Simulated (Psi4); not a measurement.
Psi4 1.11, TPSS/def2-svp: Cd(OH)(k2OAc)(NH3)2 (CC1[O][Cd](<-[NH3])(<-[NH3])([OH])<-[O]=1), 18 atoms. The geometry is a generated start, not checked to be a minimum at this level.

```
Item                                                 Result
--------------------------  -------------------------------
task                                                 energy
method                                                 tpss
basis                                              def2-svp
memory                                                 3 GB
maxiter                                                 100
keys of the molecule block                      symmetry c1
scf_type                                       df (default)
e_convergence                               1e-06 (default)
d_convergence                               1e-06 (default)
dft_radial_points                              75 (default)
dft_spherical_points                          302 (default)
effective core potentials   those of the basis set, past Kr
basis functions                                         179
grid points                                          384437
```

```xyz
18

Cd    -0.4098     0.3806    -0.5485
O     -1.0904     2.1799    -0.8661
H     -1.9577     2.2800    -0.4596
C      1.9743    -0.3923     2.5911
C      1.0570    -0.1640     1.4019
O     -0.1757    -0.0736     1.5999
O      1.5575    -0.1026     0.2552
H      2.9747    -0.0397     2.3599
H      1.5779     0.1185     3.4632
H      2.0133    -1.4594     2.7983
N     -2.3618    -1.1757    -0.3199
H     -3.2579    -0.8514    -0.6730
H     -2.3825    -1.1264     0.6972
H     -2.2482    -2.1498    -0.5829
N      0.5579     0.5168    -2.7316
H      0.2893     1.4975    -2.7629
H      0.3180     0.0872    -3.6175
H      1.5640     0.4744    -2.6048
```

Charge 0 and multiplicity 1 are set for this test and not shown to be the ground state.

With the defaults (diis = true, scf_initial_accelerator = adiis, damping_percentage = 0, level_shift = 0, level_shift_cutoff = 0.01, diis_max_vecs = 10, guess = auto, which took SAD) it converges in 11 SCF iterations. One run each on 2 threads, with these changes:
- guess = huckel
- level_shift = 0.1, level_shift_cutoff = 0.001
- guess = gwh
- diis_max_vecs = 3
- guess = modhuckel
- guess = sap
- diis = false, scf_initial_accelerator = none, damping_percentage = 60
- scf_initial_accelerator = ediis
- scf_initial_accelerator = none

**Question.** Which of these changes keep the SCF from converging, or lead it to another solution?

**Answer.** No convergence: diis = false, scf_initial_accelerator = none, damping_percentage = 60 (the run ends without SCF convergence in 100 iterations). The rest reach the solution of the defaults.

| setting | SCF iterations | end |
|---|---|---|
| the defaults | 11 | same solution |
| level_shift = 0.1, level_shift_cutoff = 0.001 | 11 | same solution |
| scf_initial_accelerator = ediis | 11 | same solution |
| scf_initial_accelerator = none | 12 | same solution |
| guess = huckel | 13 | same solution |
| guess = sap | 16 | same solution |
| guess = modhuckel | 16 | same solution |
| guess = gwh | 18 | same solution |
| diis_max_vecs = 3 | 60 | same solution |
| diis = false, scf_initial_accelerator = none, damping_percentage = 60 | 100 | no convergence |

1 further run of the study ended by our limits or in an error and is left out.
